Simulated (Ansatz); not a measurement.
The parent structure is BeS in the zinc blende structure (space group F-43m, No. 216; a = 4.869 Å). Axes: x, y, z lie along the cube axes.

All numbers come from r2SCAN (Ansatz, a quantum-chemistry and plane-wave program; PAW; 500 eV plane waves; spin-orbit coupling left out).

Base values:

| Quantity | Result |
|---|---|
| Band gap | 3.59 eV |
| Electron mass | 0.79 mₑ along k, 0.29 mₑ across (at X) |
| Pressure | 0.00 GPa |

One thing is altered: the cell is stretched by 2.50 % along z with no lateral relaxation, atoms relaxed at fixed cell.

Question: Predict the new band gap.

Answer: The band gap shrinks by 0.06 eV (3.59 eV → 3.53 eV).

Question: What does the calculation give for the electron mass after the change?

Answer: The electron mass changes from 0.79 mₑ along k, 0.29 mₑ across (at X) to 0.78 mₑ along k, 0.29 mₑ across (at X).

Question: What does the calculation give for the pressure after the change?

Answer: The pressure (mean of the normal stresses, compression positive) goes from zero to -2.31 GPa.

The cells carry an imposed strain or load. Effective masses come from finite differences of ±0.01 Å⁻¹. Along k means along the line from Γ to the band edge. Whether these cells are dynamically stable was not tested.
